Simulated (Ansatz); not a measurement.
# Thermal expansion of NaI in the rock salt structure

Method: quasi-harmonic lattice dynamics, r2SCAN density-functional theory in Ansatz (plane waves, PAW); phonon mesh 3×3×3, k mesh 9×9×9. Spin-orbit coupling is not included.

```tsv
T (K)	α_L (10⁻⁶/K)	C_P (J/mol/K)	bulk modulus B_T (GPa)	γ
100	39.2	43.9	15.8	1.78
200	49.0	50.7	14.6	1.86
300	56.3	53.9	13.2	1.92
400	66.4	57.4	11.5	2.00
```

```yaml
conventional lattice constants at 300 K: a = 6.558 Å
entropy at 300 K: 101.6 J/(mol K)
adiabatic bulk modulus at 300 K: 14.4 GPa
bulk_modulus_without_vibrations: 17.2 GPa
zero_point_volume_expansion: 0.91 %
```

Computed at 300 K against measurement: Grüneisen parameter 1.92 computed, 1.56 measured (+23 %; Cormac Toher, Corey Oses, Jose J. Plata et al., Physical Review Materials (2017), arXiv:1611.05714); lattice constant a 6.558 computed, 6.470 measured Å (+1.4 %; Wikipedia, Lattice constant (list at 300 K)). The source of the Grüneisen parameter states no temperature.  

No phase change or melting is allowed for: the numbers belong to this structure as given.

The PAW data sets were generated under PBE and serve the other functionals too.

Ansatz is an electronic-structure program.
